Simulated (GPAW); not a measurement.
**GPAW run on BaCd2 (Imma, 6 atoms in the cell): self-consistent single point**

Method of the run: PBEsol, GPAW PAW datasets PBEsol (made by gpaw-setup) (plane waves; GPAW).

Input:

```python
from ase import Atoms
from ase.units import GPa
from gpaw import GPAW

atoms = Atoms(['Ba', 'Ba', 'Cd', 'Cd', 'Cd', 'Cd'],
              cell=[[-2.600453, 4.116205, 4.251478],
                    [2.600453, -4.116205, 4.251478],
                    [2.600453, 4.116205, -4.251478]],
              scaled_positions=[[0.701330, 0.451330, 0.250000],
                                [0.298670, 0.548670, 0.750000],
                                [0.726530, 0.164070, 0.562460],
                                [0.273470, 0.835930, 0.437540],
                                [0.101610, 0.164070, 0.937540],
                                [0.898390, 0.835930, 0.062460]],
              pbc=True)

calc = GPAW(mode={'name': 'pw', 'ecut': 600},
            xc='PBEsol',
            kpts={'size': (4, 4, 4), 'gamma': True},
            occupations={'name': 'fermi-dirac', 'width': 0.1},
            nbands=-10,
            symmetry={'symmorphic': False, 'tolerance': 0.0005},
            maxiter=100,
            txt='-')

atoms.calc = calc

energy = atoms.get_potential_energy()
print('Energy (eV):', round(energy, 6))
forces = atoms.get_forces()
print('Forces (eV/Ang):')
print(forces.round(5))
stress = atoms.get_stress()
print('Stress (GPa, Voigt):', (stress / GPa).round(4))
```

Output, abridged:

```
Input parameters:
  kpts: {gamma: True,
         size: (4, 4, 4)}
  maxiter: 100
  mode: {ecut: 600,
         name: pw}
  nbands: -10
  occupations: {name: fermi-dirac,
                width: 0.1}
  symmetry: {symmorphic: False,
             tolerance: 0.0005}
  xc: PBEsol

species:
  Ba:
    name: Barium
    Z: 56.0
    valence: 10
    core: 46
    charge: 0.0
    file: Ba.PBEsol.gz

    # Using partial waves for Ba as LCAO basis

  Cd:
    name: Cadmium
    Z: 48.0
    valence: 12
    core: 36
    charge: 0.0
    file: Cd.PBEsol.gz

    # Using partial waves for Cd as LCAO basis

Reference energy: -1050790.697452  # eV

Spin-paired calculation

Convergence criteria:
 Maximum [total energy] change in last 3 cyles: 0.0005 eV / valence electron
 Maximum integral of absolute [dens]ity change: 0.0001 electrons / valence electron
 Maximum integral of absolute [eigenst]ate change: 4e-08 eV^2 / valence electron
 Maximum number of scf [iter]ations: 100

Symmetries present (total): 8
Symmetries with fractional translations: 4
64 k-points: 4 x 4 x 4 Monkhorst-Pack grid + [1/8,1/8,1/8]
18 k-points in the irreducible part of the Brillouin zone
       k-points in crystal coordinates                weights
   0:     0.00000000    0.00000000    0.00000000          1/64
   1:     0.25000000   -0.25000000   -0.25000000          2/64
   2:     0.25000000   -0.25000000    0.00000000          4/64
   [... 7 lines left out ...]
          ...
  17:     0.50000000    0.50000000    0.50000000          1/64

Wave functions: Plane wave expansion
  Cutoff energy: 600.000 eV
  Number of coefficients (min, max): 6032, 6103
  Pulay-stress correction: 0.000000 eV/Ang^3 (de/decut=0.000000)

Occupation numbers: Fermi-Dirac:
  width: 0.1000  # eV

Eigensolver

Densities:
  Coarse grid: 40*40*40 grid
  Fine grid: 80*80*80 grid
  Total Charge: 0.000000

Density mixing:
  Method: separate
  Backend: pulay
  Linear mixing parameter: 0.05
  old densities: 5
  Damping of long wavelength oscillations: 50

Hamiltonian:
  XC and Coulomb potentials evaluated on a 80*80*80 grid
  External potential:
    NoExternalPotential

XC parameters: PBEsol with 2 nearest neighbor stencil

Number of atoms: 6
Number of atomic orbitals: 46
Number of bands in calculation: 44
Number of valence electrons: 68
Bands to converge: occupied

Density initialized from atomic densities
  44 bands from LCAO basis set

Atomic positions and initial magnetic moments

Positions:
   0 Ba     0.000000    2.058102    3.837639    ( 0.0000,  0.0000,  0.0000)
   1 Ba     2.600453    2.058102    0.413839    ( 0.0000,  0.0000,  0.0000)
   2 Cd     0.000000    4.630401    1.395080    ( 0.0000,  0.0000,  0.0000)
   3 Cd     2.600453   -0.514196    2.856398    ( 0.0000,  0.0000,  0.0000)
   4 Cd     2.600453    3.602009   -2.856398    ( 0.0000,  0.0000,  0.0000)
   5 Cd    -0.000000    0.514196    7.107876    ( 0.0000,  0.0000,  0.0000)

Unit cell:
           periodic     x           y           z      points  spacing
  1. axis:    yes   -2.600453    4.116205    4.251478    40     0.1479
  2. axis:    yes    2.600453   -4.116205    4.251478    40     0.1109
  3. axis:    yes    2.600453    4.116205   -4.251478    40     0.1099

  Lengths:   6.463789   6.463789   6.463789
  Angles:  132.554546 100.891290  97.744860

Effective grid spacing dv^(1/3) = 0.1417

     iter     time        total  log10-change:
                         energy   eigst   dens
iter:   1 --:--:--   -12.338360
iter:   2 --:--:--   -12.409918   -1.21  -1.37
iter:   3 --:--:--   -12.008966   -2.09  -1.38
iter:   4 --:--:--   -12.177967   -1.20  -1.50
iter:   5 --:--:--   -11.943325   -2.88  -1.91
iter:   6 --:--:--   -11.866340   -3.18  -2.09
iter:   7 --:--:--   -11.816277   -3.08  -2.20
iter:   8 --:--:--   -11.790787   -2.59  -2.40
iter:   9 --:--:--   -11.787710c  -3.55  -2.88
iter:  10 --:--:--   -11.787064c  -4.93  -2.93
iter:  11 --:--:--   -11.786580c  -4.61  -3.33
iter:  12 --:--:--   -11.786590c  -6.15  -3.49
iter:  13 --:--:--   -11.786600c  -6.26  -3.51
iter:  14 --:--:--   -11.786601c  -5.14  -3.58
iter:  15 --:--:--   -11.786577c  -7.00  -3.69
iter:  16 --:--:--   -11.786568c  -7.88c -3.78
iter:  17 --:--:--   -11.786531c  -5.78  -3.83
iter:  18 --:--:--   -11.786530c  -7.59c -4.43c

Converged after 18 iterations.

Dipole moment: (-0.000000, 0.000000, 0.000000) |e|*Ang

Energy contributions relative to reference atoms: (reference = -1050790.697452)

Kinetic:        +13.072995
Potential:       -3.837525
External:        +0.000000
XC:             -21.374537
Entropy (-ST):   -0.146846
Local:           +0.425961
SIC:             +0.000000
--------------------------
Free energy:    -11.859953
Extrapolated:   -11.786530

Showing only first 2 kpts
 Kpt  Band  Eigenvalues  Occupancy
  0    32      6.36086    1.99548
  0    33      6.38602    1.99420
  0    34      6.52170    1.97765
  0    35      7.19489    0.19084

  1    32      5.69031    1.99999
  1    33      6.76818    1.76535
  1    34      7.20158    0.17961
  1    35      7.40597    0.02523

Fermi level: 6.96997

No gap
No difference between direct/indirect transitions
Energy (eV): -11.78653

Forces in eV/Ang:
  0 Ba    0.00000    0.00000   -0.01354
  1 Ba    0.00000   -0.00000    0.01354
  2 Cd    0.00000    0.00383    0.02735
  3 Cd    0.00000   -0.00383   -0.02735
  4 Cd    0.00000   -0.00383    0.02735
  5 Cd    0.00000    0.00383   -0.02735

Stress tensor:
     0.001657     0.000000     0.000000
     0.000000    -0.000612     0.000000
     0.000000     0.000000     0.001238
Stress (GPa, Voigt): [ 0.2654 -0.098   0.1984  0.      0.      0.    ]
```

The run converged in 18 iterations. GPAW prints stress with tension positive.

The starting cell comes from a database of computed structures (which also holds hypothetical and non-ambient phases and stackings), without a prior relaxation at this level. Its lattice was rescaled by a random factor within 2.5 % of one.

Cost on one core of a shared machine: roughly 4 min.
